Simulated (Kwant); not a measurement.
Device: wire with a side stub in a Ge (holes) two-dimensional gas. Effective mass 0.06 mₑ, grid spacing 3 nm, hard walls, nominal width 60 nm (19 grid rows, so walls 60 nm apart), one parabolic valley, scattering region 180 nm long along x; energies count from the band bottom; Fermi energy swept from 0.0013927 to 0.016538 eV. Closed stub on one side, 39 nm wide and 91 nm deep.

Constants are typed, rounded textbook-type inputs, not results; the design itself was drawn at random and stands for no fabricated device.

Model: effective-mass tight-binding model on a square grid, one spin, coherent transport at 0 K (Kwant). Conductance is in e²/h.

Question: How many channels do the leads carry at E = 12.8 meV?

Answer: The hard-wall thresholds are n² ħ²π²/(2mW²) = n² × 1.74 meV with W = 60 nm. √(12.8/1.74) = 2.72, so 2.
